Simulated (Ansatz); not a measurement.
Take Ba₃As₂ (space group P-3m1, No. 164; a = 5.590 Å, c = 7.111 Å; a hypothetical phase, not in the database extracts checked) as the base. Axes: x lies along a and z along c of the hexagonal cell.

(Cell as relaxed with PBE.)

Levels (all Ansatz, a program for electronic structure, PAW): PBE (420 eV, without spin-orbit coupling); r2SCAN (500 eV, no spin-orbit coupling).

Each level relaxes its own structure.

```tsv
base	PBE	r2SCAN
volume per atom	38.49 Å³	38.20 Å³
lattice parameter a	5.590 Å	5.583 Å
band gap	0.40 eV	0.59 eV
```

Perturbation: the cell is stretched by 2.72 % along x with no lateral relaxation, atoms relaxed at fixed cell.

| quantity | PBE | r2SCAN |
|---|---|---|
| stress (xx, yy, zz, yz, xz, xy; compression positive) | (-1.27, -0.67, -0.55, -0.18, 0.00, 0.00) GPa | ? |
| smallest direct gap | 0.59 eV | ? |
| energy relative to the base (free energy F) | +4.3 meV/atom | ? |
| valence-band top at Γ (three highest levels, from the VBM) | 0.00, -0.94, -0.98 eV | ? |
| band gap | 0.38 eV | ? |

Task: Given the PBE results, estimate those of r2SCAN.

Result: 
- stress (xx, yy, zz, yz, xz, xy; compression positive), r2SCAN: (-1.39, -0.74, -0.57, -0.17, 0.00, 0.00) GPa
- smallest direct gap, r2SCAN: 0.80 eV
- energy relative to the base (free energy F), r2SCAN: +4.6 meV/atom
- valence-band top at Γ (three highest levels, from the VBM), r2SCAN: 0.00, -0.98, -1.02 eV
- band gap, r2SCAN: 0.58 eV

PBE's smallest direct gap lies 0.21 eV below r2SCAN's; PBE's energy relative to the base lies 0.4 meV/atom below r2SCAN's; PBE's band gap lies 0.193 eV below r2SCAN's. Neither level is exact; r2SCAN is the comparison here, not a measurement.

The cells carry an imposed strain or load. No phonon test of stability was made.
